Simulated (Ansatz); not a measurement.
Base system: AlN in the zinc blende structure (space group F-43m, No. 216).

```yaml
crystal:
  lattice:
    - [0.00000, 2.18488, 2.18488]
    - [2.18488, 0.00000, 2.18488]
    - [2.18488, 2.18488, 0.00000]
  atoms:
    - { symbol: Al, position: [0.00000, 0.00000, 0.00000] }
    - { symbol: N, position: [0.25000, 0.25000, 0.25000] }
```

Cartesian axes are those of the cell as printed.

The values are results of Ansatz (a quantum-chemistry and plane-wave program), r2SCAN, PAW, cutoff 500 eV, no spin-orbit coupling, not measurements.

Before the change:

| Quantity | Value |
|---|---|
| Band gap | 3.94 eV |
| Pressure | 0.01 GPa |

It is then changed as follows: the cell is compressed by 2.00 % along z with no lateral relaxation; the atoms relax in the strained cell.

Predict the new band gap and pressure.

The band gap falls by 0.10 eV (3.94 eV → 3.84 eV); the pressure (mean of the normal stresses, compression positive) rises by 4.38 GPa, from 0.01 GPa to 4.39 GPa.

Stability against distortions was not tested. This is not the structure that AlN has at room temperature and ambient pressure.
